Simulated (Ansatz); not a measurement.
The reference is MgTe in the zinc blende structure (space group F-43m, No. 216; a = 6.3681 Å). Axes: x, y, z lie along the cube axes.

Level of theory: DFT with LDA, PAW potentials and a 420 eV plane-wave cutoff in Ansatz (a quantum-chemistry and plane-wave program), spin-orbit coupling left out.

Strains are applied to the cell and any free atomic positions relax; under biaxial strain the out-of-plane vector relaxes too.

One change was made to it. Results:

| quantity | base | after |
|---|---|---|
| valence-band top at Γ (three highest levels, from the VBM) | 0.00, 0.00, 0.00 eV | 0.00, -0.18, -0.18 eV |
| band gap | 2.38 eV | 2.18 eV |
| energy relative to the base (free energy F) | 0 meV/atom | +5.7 meV/atom |

Task: Which change produced these results?
(A) biaxial strain +1.00 %, plane normal [001], relaxed out of plane
(B) biaxial strain +1.50 %, plane normal [001], relaxed out of plane
(C) biaxial strain +0.50 %, plane normal [001], relaxed out of plane
(D) biaxial strain +3.00 %, plane normal [001], relaxed out of plane

Result: D, biaxial strain +3.00 %, plane normal [001], relaxed out of plane. For comparison, the band gap in the other runs: biaxial strain +1.00 %, plane normal [001], relaxed out of plane gives 2.31 eV; biaxial strain +1.50 %, plane normal [001], relaxed out of plane gives 2.28 eV; biaxial strain +0.50 %, plane normal [001], relaxed out of plane gives 2.35 eV.

Spin-orbit coupling, missing from the scalar runs, can matter with Te. Stability against distortions was not tested.
